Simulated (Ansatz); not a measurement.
Start from HfS2 in the CdI2 type structure (space group P-3m1, No. 164; a = 3.5475 Å, c = 5.5768 Å; layered, stacked along the Cartesian z axis).

Method: PBEsol-D3(BJ) (Ansatz, a program for electronic structure), no SOC.

Base values:

```
Quantity                      Result
-------------------  ---------------
Band gap                     0.45 eV
Lattice parameter a          3.547 Å
Gap character        indirect, Γ → L
```

Modification: hydrostatic tension (pressure −2 GPa).

Question: What does the calculation give for the band gap, lattice parameter a and gap character after the change?

Answer: The band gap grows by 0.35 eV, from 0.45 eV to 0.80 eV; the lattice parameter a grows by 0.0373 Å to 3.585 Å; the gap character goes from indirect, Γ → L to indirect, K–Γ (87 % along) → L.

Spin-orbit coupling, missing from the scalar runs, can matter with Hf. Load acts through the strain it causes; cell and atoms are relaxed under it. No phonon test of stability was made.
